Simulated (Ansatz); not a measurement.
The parent structure is GaAs in the zinc blende structure (space group F-43m, No. 216).

```yaml
crystal:
  lattice:
    - [0.00000, 2.82948, 2.82948]
    - [2.82948, 0.00000, 2.82948]
    - [2.82948, 2.82948, 0.00000]
  atoms:
    - { symbol: Ga, position: [0.00000, 0.00000, 0.00000] }
    - { symbol: As, position: [0.25000, 0.25000, 0.25000] }
```

Cartesian axes are those of the cell as printed.

Method: PBEsol (Ansatz, a first-principles code, PAW, no spin-orbit coupling).

Perturbation: the cell is compressed by 0.50 % along z with no lateral relaxation, atoms relaxed at fixed cell.

**Question.** Predict the stress tensor and what it implies for the stiffness.

**Answer.** Stress of the strained cell less that of the base (GPa, compression positive):
```
   0.25    0.00    0.00
   0.00    0.25    0.00
   0.00    0.00    0.55
```

Then −Δσ_ii/ε with ε = -0.0050 gives relaxed-ion elastic constants: C33 ≈ 110 GPa, C13 ≈ 50 GPa and C23 ≈ 50 GPa.

Whether these cells are dynamically stable was not tested.
